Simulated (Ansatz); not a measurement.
Results of LDA in Ansatz (plane waves, PAW) for PbSnS2 (within 0.1 Å of Cc, No. 9, 8 atoms in the cell; start mp-1218961).

Numerical settings: plane-wave cutoff 520 eV, 8×8×2 k mesh (along the axes of the cell as run), Fermi–Dirac smearing 0.01 eV, scalar-relativistic PAW data made under PBE.

Cell (relaxed at this level):

```cif
data_Pb4S8Sn4
_chemical_formula_sum 'Sn4 Pb4 S8'
_space_group_name_H-M_alt 'Cc'
_space_group_IT_number 9
_space_group_name_Hall 'C -2yc'
_cell_length_a 5.76960
_cell_length_b 5.78133
_cell_length_c 11.48974
_cell_angle_alpha 90.000
_cell_angle_beta 101.607
_cell_angle_gamma 90.000
loop_
_atom_site_label
_atom_site_type_symbol
_atom_site_symmetry_multiplicity
_atom_site_Wyckoff_symbol
_atom_site_fract_x
_atom_site_fract_y
_atom_site_fract_z
_atom_site_occupancy
Sn1 Sn 4 a 0.27393 0.07606 0.87466 1
Pb1 Pb 4 a 0.20819 0.41511 0.11440 1
S1 S 4 a 0.30425 0.38494 0.36092 1
S2 S 4 a 0.21345 0.10527 0.65008 1
```
(The calculation used a cell of 8 atoms; values per cell refer to that cell.)

Task: Give the computed band gap, direct gap at Γ and bulk modulus.

Result: 
* **band gap**: 0.69 eV (on the SCF k mesh)
* **direct gap at Γ**: 1.36 eV
* **bulk modulus**: 48.3 GPa

Note: the bulk modulus is −V dP/dV from two relaxed cells at ±2 % in volume.

Spin–orbit coupling is not included; with these elements it can move the gap by several tenths of an eV or more.

Static lattice: no zero-point or thermal effects.

Computing time: around 80 core-minutes (rough).

A start named mp-… is a Materials Project structure, which need not be a measured phase.

Ansatz is a quantum-chemistry and plane-wave program.
